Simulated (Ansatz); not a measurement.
**GaN: pressure series**

The reference is GaN in the zinc blende structure (space group F-43m, No. 216; a = 4.498 Å).

Cell and atoms are relaxed at each pressure.

Computed with r2SCAN (Ansatz, an electronic-structure program; PAW; 500 eV plane waves; spin-orbit coupling left out).

```json
[
 {"pressure (GPa)": "-2", "volume per atom (Å³/atom)": "11.493"},
 {"pressure (GPa)": "-1", "volume per atom (Å³/atom)": "11.433"},
 {"pressure (GPa)": "0", "volume per atom (Å³/atom)": "11.375"},
 {"pressure (GPa)": "0.7", "volume per atom (Å³/atom)": "11.335"},
 {"pressure (GPa)": "1.5", "volume per atom (Å³/atom)": "11.290"},
 {"pressure (GPa)": "3", "volume per atom (Å³/atom)": "?"},
 {"pressure (GPa)": "5", "volume per atom (Å³/atom)": "11.103"},
 {"pressure (GPa)": "7.5", "volume per atom (Å³/atom)": "10.979"},
 {"pressure (GPa)": "10", "volume per atom (Å³/atom)": "10.862"}
]
```

Question: Fit the third-order Birch–Murnaghan form P(V) = (3B₀/2)[(V₀/V)^(7/3) − (V₀/V)^(5/3)]·[1 + (3/4)(B₀′ − 4)((V₀/V)^(2/3) − 1)] (squares taken in P) to the rows shown and predict the withheld row.

Answer: Least squares on the printed values gives V₀ = 11.375 Å³/atom, B₀ = 197 GPa, B₀′ = 4.1; this predicts 11.208 Å³/atom, and the run gives 11.208 Å³/atom, in agreement.

Load acts through the strain it causes; cell and atoms are relaxed under it. Whether these cells are dynamically stable was not tested. Tetrahedral semiconductors of this kind turn to denser phases somewhere between about 1 and 50 GPa; those were not computed, so compressed cells here can lie past the real transition. This is not the structure that GaN has at room temperature and ambient pressure.
